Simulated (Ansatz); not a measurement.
Consider HfO2 in the CdI2 type structure (space group P-3m1, No. 164; a = 3.208 Å, c = 4.515 Å; a hypothetical phase, not in the database extracts checked; layered, stacked along the Cartesian z axis).

Perturbation: a hydrostatic pressure of 30 GPa.

Levels (all Ansatz, a first-principles code, PAW): PBEsol-D3(BJ) (420 eV, no spin-orbit coupling); r2SCAN (500 eV, no spin-orbit coupling); HSE06 (420 eV, scalar-relativistic without spin-orbit coupling).

One geometry, relaxed with PBEsol-D3(BJ), under each level:

| level | band gap | lowest conduction level above the VBM at special points | hole mass |
|---|---|---|---|
| PBEsol-D3(BJ) | 2.95 eV | M 2.95 eV; K 3.10 eV; A 4.16 eV; Γ 4.80 eV | 0.49 mₑ along c, 1.4 mₑ across (at Γ) |
| r2SCAN | 3.50 eV | M 3.50 eV; K 3.66 eV; A 4.75 eV; Γ 5.38 eV | 0.51 mₑ along c, 1.4 mₑ across (at Γ) |
| HSE06 | [?] | [?] | – |

Task: Give the withheld HSE06 results.

Result: 
- HSE06, band gap: 4.56 eV
- HSE06, lowest conduction level above the VBM at special points: M 4.56 eV; K 4.77 eV; A 5.90 eV; Γ 6.59 eV

Single points use the geometry relaxed with PBEsol-D3(BJ). Their cutoffs differ, which shifts pressures a little. HSE06 was sampled on its mesh, a few special points and the semilocal edge points, so its gap is an upper bound. Spin-orbit coupling, missing from the scalar runs, can matter with Hf. Load acts through the strain it causes; cell and atoms are relaxed under it. Effective masses come from finite differences of ±0.01 Å⁻¹. Stability against distortions was not tested. No other phases were tried under pressure.
